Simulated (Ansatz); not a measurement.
# Mg2Ge: uniaxial strain ε_zz = −1.00 %

Take Mg2Ge in the anti-fluorite structure (space group Fm-3m, No. 225; a = 6.364 Å) as the base. Axes: x, y, z lie along the cube axes.

Modification: uniaxial strain ε_zz = −1.00 %, all other strain components held at zero; the atoms relax in the strained cell.

Level of theory: Ansatz (a program for electronic structure), PBEsol, PAW, cutoff 420 eV, no spin-orbit coupling. k-mesh 13×13×13 (Γ-centred); smearing 0.05 eV (Fermi–Dirac).

| quantity | base | changed | shift |
|---|---|---|---|
| volume per atom | 21.48 Å³ | 21.27 Å³ | -0.21 Å³ |
| space group | Fm-3m (No. 225) | I4/mmm (No. 139) | – |
| shortest interatomic distance | 275.6 pm | 274.7 pm | -0.9 pm |
| energy relative to the base (free energy F) | 0 meV/atom | +0.8 meV/atom | +0.8 meV/atom |
| band gap | 0.08 eV | zero | – |
| stress (xx, yy, zz, yz, xz, xy; compression positive) (rough) | – | (0.2, 0.2, 1.1, 0.0, 0.0, 0.0) GPa | – |

Without a gap, meshes like the base's 13×13×13 leave anisotropic stresses uncertain by several tenths of a GPa, and small strain energies with them. Whether these cells are dynamically stable was not tested. All final runs are without spin polarisation. Gaps under 0.05 eV, about the width of the smearing, are given as zero. A zero or small gap of Mg2Ge can be the functional's error rather than a property of the material.
